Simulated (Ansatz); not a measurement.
Where the default PAW files enter, the runs use the earlier of Ansatz's two default sets.

Tunnelling through a barrier is set by its complex band structure: the current falls as exp(−2κd) with the smallest κ.

```
ZnS
1.0
    3.88363     0.00000     0.00000
   -1.94181     3.36332     0.00000
    0.00000     0.00000    43.59573
Zn S
14 14
Cartesian
  1.94181   1.12111   3.11709
  0.00000   2.24221  24.91496
  0.00000   0.00000  28.02769
  0.00000   0.00000   6.22983
  0.00000   2.24221  34.25317
  1.94181   1.12111  12.45530
  0.00000   0.00000  15.57239
  0.00000   0.00000  37.37026
  1.94181   1.12111  40.48299
  0.00000   2.24221  18.68513
  0.00000   2.24221   9.34256
  1.94181   1.12111  31.14043
  0.00000   2.24221   0.00000
  1.94181   1.12111  21.79787
  0.00000   2.24221  21.01314
  1.94181   1.12111  42.81101
  0.00000   2.24221   2.33673
  1.94181   1.12111  24.13460
  1.94181   1.12111  14.79203
  0.00000   2.24221  36.58990
  0.00000   0.00000  17.90477
  0.00000   0.00000  39.70263
  1.94181   1.12111  33.47280
  0.00000   2.24221  11.67494
  0.00000   0.00000   8.56220
  0.00000   0.00000  30.36007
  1.94181   1.12111   5.44947
  0.00000   2.24221  27.24733
```

Space group of this cell: P6_3mc. The cell is strained (lengths across the current scaled by 1.02, ions clamped); by r2SCAN its mean pressure is -2.7 GPa.

Transport runs along the normal of the first two printed cell vectors, the (001) (indices of the unstrained crystal) plane of the conventional cell.

The gap is the functional's own, uncorrected, and κ follows it; spin-orbit coupling is left out. Mid-gap values are interpolated between the computed energies.

Problem. Give the band gap and the smallest decay constant κ at mid-gap that r2SCAN (Ansatz, an electronic-structure program) yields.

Solution. Gap 2.50 eV on a 12×12×1 mesh; κ = 0.168 1/Å, at the zone centre.
